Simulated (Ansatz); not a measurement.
Take Al2Cu (space group I4/mcm, No. 140; a = 6.060 Å, c = 4.875 Å) as the base.

Structures relaxed with Ansatz (a program for electronic structure) PBE, spin-orbit coupling left out.

Base:

Simulated powder pattern, Mo Kα, λ = 0.71073 Å (kinematic, ideal powder, no thermal factors, no anomalous dispersion; the 14 strongest lines at most, above 2 %, up to 2θ = 40°):

| 2θ (°) | I/Imax (%) | hkl |
|---|---|---|
| 9.51 | 100 | (110) |
| 13.47 | 35 | (200) |
| 17.26 | 56 | (211) |
| 19.10 | 38 | (220) |
| 19.31 | 88 | (112) |
| 21.37 | 87 | (310) |
| 21.57 | 73 | (202) |
| 25.52 | 19 | (222) |
| 27.29 | 13 | (312) |
| 29.55 | 12 | (213) |
| 30.41 | 21 | (420) |
| 32.07 | 27 | (402) |
| 33.52 | 32 | (332) |
| 38.86 | 14 | (512) |

After one change:

Simulated powder pattern, Mo Kα, λ = 0.71073 Å (kinematic, ideal powder, no thermal factors, no anomalous dispersion; the 14 strongest lines at most, above 2 %, up to 2θ = 40°):

```json
[
 {"2θ (°)": "9.64", "I/Imax (%)": "100"},
 {"2θ (°)": "13.65", "I/Imax (%)": "35"},
 {"2θ (°)": "17.50", "I/Imax (%)": "56"},
 {"2θ (°)": "19.35", "I/Imax (%)": "38"},
 {"2θ (°)": "19.59", "I/Imax (%)": "87"},
 {"2θ (°)": "21.66", "I/Imax (%)": "87"},
 {"2θ (°)": "21.88", "I/Imax (%)": "72"},
 {"2θ (°)": "25.88", "I/Imax (%)": "19"},
 {"2θ (°)": "27.68", "I/Imax (%)": "13"},
 {"2θ (°)": "29.98", "I/Imax (%)": "12"},
 {"2θ (°)": "30.82", "I/Imax (%)": "20"},
 {"2θ (°)": "32.52", "I/Imax (%)": "27"},
 {"2θ (°)": "34.00", "I/Imax (%)": "31"},
 {"2θ (°)": "39.41", "I/Imax (%)": "14"}
]
```

### Question
Name the change that was made.
A. pressure 30 GPa
B. pressure 4.5 GPa
C. pressure 9 GPa
D. pressure 0.9 GPa

### Answer
B, pressure 4.5 GPa. Its volume per atom is 14.31 Å³ against 14.92 Å³, and its space group is I4/mcm (No. 140).

Load acts through the strain it causes; cell and atoms are relaxed under it. No phonon test of stability was made. No other phases were tried under pressure. The final runs are not spin-polarised.
